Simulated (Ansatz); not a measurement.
# Short convergence ladders for NiPt (R3m, 2 atoms in the cell)

```
NiPt
1.0
    1.34683     0.77759     4.20850
   -1.34683     0.77759     4.20850
    0.00000    -1.55519     4.20850
Ni Pt
1 1
Cartesian
  0.00000   0.00000   0.05000
  0.00000   0.00000   6.31275
```
Moments meant for the start (each program seeds them in its own way; μB, in the order of the atoms Ni Pt): 2.0 0.0.

Base method: LDA (PW92), default PAW files made with PBE (plane waves; Ansatz, a first-principles code).

Base settings: basis.ecutwfc = 420 eV; kpoints.mp_grid.grid = 10 10 10; hamiltonian.xc = lda; hamiltonian.pseudopotentials = {kind: paw} (the program's default PAW files); magnetization.spin_polarized = true; scf.occupations.method = fermi_dirac; scf.occupations.width = 0.1 eV.

The count of work is k-points × plane waves × bands × iterations; it is no time. Core times come from one kind of shared machine, to one figure; runs under 30 s give none.

**The cutoff for other potential files**

Level: DFT, LDA (PW92), plane waves, harder PAW files (source: ansatz) made with PBE.

In this ladder: hamiltonian.pseudopotentials = {kind: paw, source: ansatz}.

The second cell is the first with its lattice scaled by 0.98.

The mesh stays at the base's, so the ladder's end is converged at best in this setting alone.

The first pressure column holds Ansatz's estimate of the finite-basis (Pulay) stress, which hides part of the cutoff error; the other is without it.

Only quantities that move along the ladder and can be compared are tabulated.

| basis.ecutwfc | free energy less the last step's (meV/atom) | energy of the compressed cell less the first (meV/atom) | pressure (GPa) | pressure without the Pulay estimate (GPa) | largest difference of a force vector from the last step's (eV/Å) | count of work / last | core time / last (rough) |
|---|---|---|---|---|---|---|---|
| 415 eV | 4918.56 | 42.58 | -1.76 | -310.97 | 0.010 | 0.10 | – |
| 505 eV | 950.93 | -10.15 | -9.65 | -80.87 | 0.006 | 0.13 | – |
| 645 eV | 67.46 | -9.80 | -9.39 | -16.09 | 0.000 | 0.21 | 0.3 |
| 780 eV | 8.08 | -10.29 | -9.44 | -9.96 | 0.000 | 0.27 | 0.3 |
| 920 eV | 4.07 | -10.34 | -9.46 | -9.52 | 0.000 | 0.35 | 0.4 |
| 1105 eV | 2.83 | -10.36 | -9.46 | -9.50 | 0.000 | 0.46 | 0.5 |
| 1380 eV | 1.94 | -10.36 | -9.46 | -9.52 | 0.000 | 0.65 | 0.7 |
| 1840 eV | 0.00 | -10.38 | -9.46 | -9.47 | 0.000 | 1.0 | 1 |

Coarsest basis.ecutwfc that holds the forces within 0.005 eV/Å of the last step, with all finer ones: 645 eV, at 0.21 of the last step's count of work and about 0.3 of the last step's time; the step before is off by 0.006 eV/Å.

Coarsest basis.ecutwfc that holds the pressure within 0.5 GPa of the last step, with all finer ones: 505 eV, at 0.13 of the last step's count of work; the step before is off by 7.7 GPa.

State of the free energy at the end of the ladder: still drifting one way, by 2.8 meV/atom over the last two steps, so the last step is no safe reference.

At the lowest cutoff the pressure without the Pulay estimate lies 301 GPa under the last step's, the usual sign of Pulay stress in an incomplete plane-wave basis.

**The density cutoff**

The second cell is the first with its lattice scaled by 0.98.

The mesh stays at the base's, so the ladder's end is converged at best in this setting alone.

Only quantities that move along the ladder and can be compared are tabulated.

| basis.ecutrho_ratio | free energy less the last step's (meV/atom) | energy of the compressed cell less the first (meV/atom) | pressure (GPa) |
|---|---|---|---|
| 2 | -4.09 | -10.16 | -9.12 |
| 3 | -0.08 | -10.46 | -9.47 |
| 4 | 0.00 | -10.47 | -9.47 |
| 5 | 0.00 | -10.47 | -9.47 |
| 6 | 0.00 | -10.47 | -9.47 |
| 8 | 0.00 | -10.47 | -9.47 |
| 10 | 0.00 | -10.47 | -9.47 |
| 12 | 0.00 | -10.47 | -9.47 |
| 16 | 0.00 | -10.47 | -9.47 |

Coarsest basis.ecutrho_ratio that holds the pressure within 0.1 GPa of the last step, with all finer ones: 3; the step before is off by 0.36 GPa.

Coarsest basis.ecutrho_ratio that holds the free energy within 1 meV/atom of the last step, with all finer ones: 3; the step before is off by 4.1 meV/atom.

Coarsest basis.ecutrho_ratio that holds the energy of the compressed cell less the first within 0.2 meV/atom of the last step, with all finer ones: 3; the step before is off by 0.31 meV/atom.

The energy difference between the two cells stays within 1 meV/atom of the last step's from 2 on, the total only from 3 on: much of the error is common to both cells and cancels.

**The relaxed cell against the cutoff**

On NiPt (R-3m, 2 atoms in the cell): atoms on their sites.

In this ladder: relax = cell and atoms.

The mesh stays at the base's, so the ladder's end is converged at best in this setting alone.

Only quantities that move along the ladder and can be compared are tabulated.

```tsv
basis.ecutwfc	relaxed volume (Å³/atom)	relaxation steps	core time / last (rough)
250 eV	13.349	36	1
295 eV	12.749	16	0.8
355 eV	12.695	10	0.7
420 eV	12.695	6	0.5
505 eV	12.695	6	0.6
630 eV	12.694	6	0.7
840 eV	12.694	6	1
```

Coarsest basis.ecutwfc that holds the relaxed volume within 0.025 Å³/atom of the last step, with all finer ones: 355 eV; the step before is off by 0.055 Å³/atom.

At the lowest cutoff the cell relaxes to a volume 5.2 % larger than at the highest. Ansatz relaxes on a stress corrected for the finite basis.

On the base run: the starting cell comes from a database of computed structures (which also holds hypothetical and non-ambient phases and stackings), without a prior relaxation at this level. Its lattice was rescaled by up to half a per cent. One atom was moved a little off its site on purpose. With one magnetic atom in the cell only a parallel order is possible.

Left out of this page: 1 run of the series stopped by limits of time or memory.

Keys are those of Ansatz 0.2.
